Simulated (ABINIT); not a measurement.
ABINIT run on SbS2 (P1, 6 atoms in the cell): self-consistent single point.

Method of the run: LDA (PW92), PAW (JTH v2.0 LDA PAW) (plane waves; ABINIT).

```
SbS2
1.0
   -3.03071     3.03071     5.79760
    3.03071    -3.03071     5.79760
    3.03071     3.03071    -5.79760
Sb S
2 4
Direct
  0.75493   0.25121   0.51019
  0.00629   0.00428   0.02124
  0.88485   0.91147   0.53717
  0.08768   0.61886   0.93936
  0.35125   0.33573   0.45416
  0.66499   0.12844   0.03788
```

Reference input (self-consistent single point, DFT, PBEsol, plane waves, PAW (JTH v2.0 PBE PAW, files made for PBE)): pseudos = [Sb.GGA_PBE-JTH.xml, S.GGA_PBE-JTH.xml]; ecut = 21 Ha; pawecutdg = 42 Ha; pawxcdev = 0; ixc = -116133; occopt = 7; tsmear = 0.00367493 Ha; ngkpt = 3 3 4; nshiftk = 1; shiftk = 0 0 0; potentials = JTH v2.0 PBE PAW; nband = 35. This run's input differs from it in these lines:

```diff
@@ -1,4 +1,4 @@
-# SbS2, JTH v2.0 PBE PAW
+# SbS2, JTH v2.0 LDA PAW
 pp_dirpath "./"
-pseudos "Sb.GGA_PBE-JTH.xml, S.GGA_PBE-JTH.xml"
+pseudos "Sb.LDA_PW-JTH.xml, S.LDA_PW-JTH.xml"
 acell 13.6247254558 13.6247254558 13.6247254558
@@ -22,3 +22,2 @@
 pawxcdev 0
-ixc -116133
 occopt 7
```

Its files differ too (potentials: JTH v2.0 PBE PAW → JTH v2.0 LDA PAW).

The program printed (abridged):

```
--- !BeginCycle
solver: {iscf: 17, nstep: 80, nline: 4, wfoptalg: 10, }
tolerances: {toldfe: 1.00E-09, }
...

     iter   Etot(hartree)      deltaE(h)  residm     nres2
 ETOT  1  -202.67545183349    -2.027E+02 1.531E+01 1.190E+01
 ETOT  2  -207.12218206386    -4.447E+00 3.003E-02 2.862E+01
 ETOT  3  -207.02610479007     9.608E-02 2.526E-02 8.563E+00
 ETOT  4  -206.99094347570     3.516E-02 9.503E-03 9.544E-01
 ETOT  5  -206.98809204444     2.851E-03 4.087E-03 1.081E-01
   [... 6 lines left out ...]
 ETOT 12  -206.98797887084    -6.321E-09 1.788E-04 3.547E-07
 ETOT 13  -206.98797887313    -2.292E-09 3.874E-04 6.477E-08
 ETOT 14  -206.98797887328    -1.509E-10 2.248E-04 1.931E-08
 ETOT 15  -206.98797887336    -8.464E-11 4.013E-04 4.334E-09
 At SCF step   15, etot is converged :
  for the second time, diff in etot=  8.464E-11 < toldfe=  1.000E-09

 Cartesian components of stress tensor (hartree/bohr^3)
  sigma(1 1)=  1.16602480E-05  sigma(3 2)= -4.64507922E-05
  sigma(2 2)=  1.13106979E-05  sigma(3 1)= -2.80478351E-05
  sigma(3 3)=  1.88282578E-05  sigma(2 1)= -9.45194190E-06

 ----iterations are completed or convergence reached----

 reduced coordinates (array xred) for    6 atoms
       0.754933000000      0.251213000000      0.510187000000
       0.006291000000      0.004279000000      0.021238000000
       0.884850000000      0.911469000000      0.537173000000
       0.087681000000      0.618862000000      0.939363000000
       0.351253000000      0.335733000000      0.454164000000
       0.664993000000      0.128444000000      0.037876000000
   [... lines left out ...]
 Fermi (or HOMO) energy (eV) =   1.89798   Average Vxc (eV)=  -7.76549
   [... lines left out ...]
'-kT*entropy'       : -4.80535770949157E-04
total_energy        : -2.06987977768218E+02
total_energy_eV     : -5.63242931745613E+03
...

-Cartesian components of stress tensor (GPa)         [Pressure= -4.0992E-01 GPa]
- sigma(1 1)=  3.43056283E-01  sigma(3 2)= -1.36662926E+00
- sigma(2 2)=  3.32772165E-01  sigma(3 1)= -8.25195661E-01
- sigma(3 3)=  5.53946377E-01  sigma(2 1)= -2.78085685E-01

 Calculation completed.
```

The run converged in 15 iterations. Against the reference run the pressure goes from 0.73 to -0.41 GPa and the largest force goes from 1.206 to 1.153 eV/Å.

The starting cell comes from a database of computed structures (which also holds hypothetical and non-ambient phases and stackings), without a prior relaxation at this level. Its atoms were displaced at random from the sites of space group no. 122. Forces in this geometry exceed 1 eV/Å. The run gives no clean gap (levels at the Fermi energy touch, overlap or are partly filled at this smearing), which alone does not show that the compound is a metal.

Cost on one core of a shared machine: roughly 3 min.
